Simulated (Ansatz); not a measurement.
The decay constant κ of evanescent states in the gap governs leakage through a thin film.

Input:

```
GaN
1.0
    3.25271     0.00000     0.00000
   -1.62635     2.81693     0.00000
    0.00000     0.00000     5.29621
Ga N
2 2
Direct
  0.66667   0.33333   0.49908
  0.33333   0.66667   0.99908
  0.66667   0.33333   0.87592
  0.33333   0.66667   0.37592
```

The cell is strained (all lengths scaled by 1.02); by r2SCAN it stands under a pressure of -11.1 GPa.

Transport runs along the normal of the first two printed cell vectors, the (001) plane of the conventional cell.

The gap is the functional's own. No spin-orbit coupling. Mid-gap values are those at the computed energy nearest the middle.

Task: State the band gap and the smallest decay constant κ at mid-gap according to r2SCAN (Ansatz, an electronic-structure program).

Result: Gap 1.90 eV on a 12×12×6 mesh; κ = 0.131 1/Å, at the zone centre.
